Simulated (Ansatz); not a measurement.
# Formation enthalpy of zinc-blende PbSe (model structure) at several levels of theory

No measured value is used here.

```
level (code)     value (eV/atom)
---------------  ---------------
LDA (Ansatz)              -0.217
PBE (Ansatz)                   ?
PBEsol (Ansatz)           -0.266
r²SCAN (Ansatz)           -0.429
```

Question: Complete the blanks.

Answer: 
- PBE (Ansatz, a program for electronic structure), value (eV/atom): -0.384

Density-functional levels without +SOC have no spin–orbit coupling, which shifts binding energies of heavy elements. Each level is taken at its own relaxed cell. Ansatz's density-functional and Hartree–Fock values are scalar-relativistic unless marked +SOC, with PAW data made under PBE.

A model structure was made by putting elements into a prototype or built by hand; it is no filed structure, need not be a known phase, and can be a saddle point held by its symmetry.
